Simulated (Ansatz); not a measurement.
# A constructed model of the (111) surface of fcc Ir, (√3x√3)R30° layer of F, one a cell, on the site that continues the host's stacking (bottom of the slab: a bare face, its two planes held)

All values below come from PBE (plane waves to 420 eV, PAW; Ansatz, a first-principles code).

Model: 19-atom slab, 12.6 Å thick at the start with caps and adatoms (thin: gaps and levels are the slab's own), 9x9x1 mesh, Fermi-Dirac 0.1 eV, dipole correction, 6 atoms held, the rest relaxed; symmetry of the start imposed; no spin, no spin-orbit, no U. It is one candidate, not shown to be the stable structure of the face.

The work function of the top face is 6.25 eV and the energy released by relaxation is 0.67 eV. The cost is roughly 5 core-minutes.
